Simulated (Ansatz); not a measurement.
**GaP under load (space group I-4m2): band-edge transport data**

Consider the following.

```yaml
crystal:
  lattice:
    - [0.00000, 2.74710, 2.69425]
    - [2.74710, 0.00000, 2.69425]
    - [2.74710, 2.74710, 0.00000]
  atoms:
    - { symbol: Ga, position: [0.00000, 0.00000, 0.00000] }
    - { symbol: P, position: [0.25000, 0.25000, 0.25000] }
```

Computed with r2SCAN with spin-orbit coupling, rigid bands (plane waves, PAW; Ansatz, a quantum-chemistry and plane-wave program). Condition of this run: biaxial stress in (001) of -1.4 GPa (compression positive) (the target of the relaxation). Cell: cell and atoms relaxed with PBEsol, then loaded as said.

```yaml
band_gap: 1.65 eV
electron conductivity mass (300 K, dilute): 0.25 (x), 0.25 (y), 1.06 (z) mₑ
hole conductivity mass (300 K, dilute): 0.45 (x), 0.45 (y), 0.35 (z) mₑ
effective density of states N_c (300 K): 1.2e19 cm⁻³
effective density of states N_v (300 K): 7.4e18 cm⁻³
density_of_states_mass_electrons: 0.60 mₑ
density_of_states_mass_holes: 0.44 mₑ
Seebeck coefficient, n-type 1e19 cm⁻³, 300 K: -233 μV/K
Seebeck coefficient, p-type 1e19 cm⁻³, 300 K: 260 μV/K
best p-type power factor at 300 K for τ = 10 fs (best axis; densities from 1e16 to 1e21 cm⁻³ tried, whether or not they can be reached): 13.0 μW/(cm·K²) at 3e20 cm⁻³
```

Rigid bands; masses and Seebeck coefficients take one relaxation time τ for all states and one kind of carrier; polarons and phonon drag are left out. Geometry: cell and atoms relaxed with PBEsol.
